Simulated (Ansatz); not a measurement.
Base system: Re in the hcp (Mg type) structure (space group P6_3/mmc, No. 194; a = 2.776 Å, c = 4.481 Å; relaxed with 0.1 eV smearing). Axes: x lies along a and z along c of the hexagonal cell.

Method: PBE (Ansatz, a program for electronic structure; PAW; 420 eV plane waves; no spin-orbit coupling).

The change: the cell is stretched by 1.00 % along z with no lateral relaxation, atoms relaxed at fixed cell.

Predict the stress tensor and what it implies for the stiffness.

Stress of the strained cell less that of the base (GPa, compression positive):
```
   -2.1     0.0     0.0
    0.0    -2.1     0.0
    0.0     0.0    -6.4
```

Then −Δσ_ii/ε with ε = 0.0100 gives relaxed-ion elastic constants: C33 ≈ 636 GPa, C13 ≈ 211 GPa and C23 ≈ 211 GPa.

Whether these cells are dynamically stable was not tested. All final runs are without spin polarisation.
